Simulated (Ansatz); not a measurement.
Start from SnO$_{2}$ in the rutile structure (space group P4_2/mnm, No. 136; a = 4.769 Å, c = 3.212 Å). Axes: x, y, z lie along a, b, c of the conventional cell.

The values are results of PBEsol in Ansatz (plane waves to 420 eV, PAW, no spin-orbit coupling), not measurements.

Now apply this change: uniaxial strain ε_zz = +2.40 %, all other strain components held at zero; the atoms relax in the strained cell.

Question: Predict the stress tensor and what it implies for the stiffness.

Answer: Stress of the strained cell less that of the base (GPa, compression positive):
```
  -3.22    0.00    0.00
   0.00   -3.22    0.00
   0.00    0.00   -8.93
```

Then −Δσ_ii/ε with ε = 0.0240 gives secant stiffness values (nonlinear terms included at this strain): C33 ≈ 372 GPa, C13 ≈ 134 GPa and C23 ≈ 134 GPa.

As a check, the harmonic strain energy −½ V₀ Δσ:ε is 8.1 meV/atom; the computed energy rise is 8.3 meV/atom.

Whether these cells are dynamically stable was not tested.

Ansatz is a first-principles code.
